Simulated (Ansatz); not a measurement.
## NaCl under a change: isotropic strain +1.00 %

Start from NaCl in the rock salt structure (space group Fm-3m, No. 225; a = 5.601 Å).

It is then changed as follows: an isotropic linear strain of +1.00 %; the atoms relax in the strained cell.

All numbers come from PBEsol (Ansatz, an electronic-structure program, PAW, no spin-orbit coupling). Settings: 10×10×10 k-points, 0.05 eV Fermi–Dirac smearing.

- Volume per atom = 22.63 Å³ (base 21.97 Å³)
- Space group = Fm-3m (No. 225) (base Fm-3m (No. 225))
- Shortest interatomic distance = 2.829 Å (base 2.801 Å)
- Energy relative to the base (free energy F) = +1.5 meV/atom
- Pressure = -0.71 GPa (base 0.01 GPa)
- Band gap = 4.90 eV (base 5.01 eV)
- Gap character = direct at Γ (base direct at Γ)
- Mean gap deformation potential ΔEg/Δln V = -3.7 eV
- Width of the top valence band = 0.76 eV (base 0.80 eV)
- Electron mass = 0.39 mₑ (at Γ) (base 0.39 mₑ (at Γ))
- Hole mass (degenerate bands, along [100]) = 0.62, 2.8, 2.8 mₑ (at Γ) (base 0.60, 2.7, 2.7 mₑ (at Γ))

Masses are band curvatures over ±0.01 Å⁻¹ around the edge. Whether these cells are dynamically stable was not tested.
